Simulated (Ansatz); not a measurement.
Subject: the formation energy of Si(GeN2)2 (spinel, Fd-3m) from the elements. Reaction: Si (diamond) + 2 Ge (diamond) + 2 N2 (gas) → Si(GeN2)2 (spinel). Negative: the products are lower in energy. The value is per atom of the solid.

Si(GeN2)2 (spinel, Fd-3m), 14 atoms in the cell; this is a cell from a database of computed structures that this text hasn't matched to a measured one, k-point mesh 8×8×8 on the run's own vectors.
```
CELL_PARAMETERS angstrom
      0.00000     4.06980     4.06980
      4.06980     0.00000     4.06980
      4.06980     4.06980     0.00000
ATOMIC_POSITIONS crystal
  Ge 0.62500 0.62500 0.62500
  Ge 0.62500 0.12500 0.62500
  Ge 0.12500 0.62500 0.62500
  Ge 0.62500 0.62500 0.12500
  Si 0.00000 0.00000 0.00000
  Si 0.25000 0.25000 0.25000
  N  0.37845 0.37845 0.86464
  N  0.87155 0.87155 0.87155
  N  0.37845 0.86464 0.37845
  N  0.38536 0.87155 0.87155
  N  0.86464 0.37845 0.37845
  N  0.87155 0.38536 0.87155
  N  0.37845 0.37845 0.37845
  N  0.87155 0.87155 0.38536
```

Si (diamond, Fd-3m), 2 atoms in the cell, k-point mesh 10×10×10 on the run's own vectors. Conventional cell: a = b = c = 5.4700 Å, α = β = γ = 90.00°.

Ge (diamond, Fd-3m), 2 atoms in the cell, k-point mesh 10×10×10 on the run's own vectors. Conventional cell: a = b = c = 5.7599 Å, α = β = γ = 90.00°.

An isolated N2 molecule (singlet) in a box of 11 × 11 × 13 Å.

All numbers come from Ansatz (a quantum-chemistry and plane-wave program), plane waves with PAW, its default PAW set, cutoff 420 eV, 500 eV for r2SCAN. The structures are at rest with PBE; other levels are single points on them. HSE06 runs on coarser k-point meshes, mended by the PBE difference between the two meshes. Neutral cells; Fermi-Dirac smearing of at most 0.05 eV in the solids, energies taken to zero width. The lattices are those relaxed with PBE, so at other levels the solids can be strained, which adds to the spread. A dispersion term (D3(BJ), or D4 for r2SCAN) was computed beside these levels and is taken off wherever the name lacks it. Static lattices, no vibrational contributions. Cells are local rest points, mostly with their start's symmetry.

Q: What value does HSE06 give?

A: -0.24 eV/atom, for Si (diamond) + 2 Ge (diamond) + 2 N2 (gas) → Si(GeN2)2 (spinel).

Q: How does the value move with the functional?

A: 
```json
[
 {"Method": "r2SCAN", "value (eV/atom)": "-0.33", "less HSE06": "-0.09"}
]
```

The levels span 0.09 eV/atom, from r2SCAN (-0.33) to HSE06 (-0.24).
